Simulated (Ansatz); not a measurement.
Take Al2Cu (space group I4/mcm, No. 140; a = 6.006 Å, c = 4.790 Å) as the base.

Level of theory: r2SCAN (Ansatz, a first-principles code), no spin-orbit coupling.

For the base:

The volume per atom is 14.40 Å³.

It is then changed as follows: every Al is replaced by Sb, then cell and atoms are relaxed.

Problem. Predict the new volume per atom.

Solution. The volume per atom grows by 7.16 Å³ to 21.56 Å³.

Stability against distortions was not tested. As relaxed here, CuSb2 is a hypothetical phase, not in the database extracts checked. The final runs are not spin-polarised.
